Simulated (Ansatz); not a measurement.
# A computed series for Si: response to strain

Base system: Si in the diamond structure (space group Fd-3m, No. 227; a = 5.434 Å).

Strains are applied to the cell and any free atomic positions relax.

Computed with PBEsol in Ansatz (plane waves to 420 eV, PAW, no SOC).

```tsv
isotropic strain (%)	pressure (GPa)
-1.34	4.1
-1.19	?
0	0.0
0.94	-2.5
```

Question: Fit P = P₀ − Bδ with δ = (1 + ε)³ − 1 to the rows shown and predict the withheld row.

Answer: Least squares on the printed values gives P₀ = 0.2 GPa, B = 97.3 GPa (a mean over the range) (largest residual 0.2 GPa); this predicts 3.6 GPa, and the run gives 3.6 GPa, in agreement.

Stability against distortions was not tested.

Ansatz is a program for electronic structure.
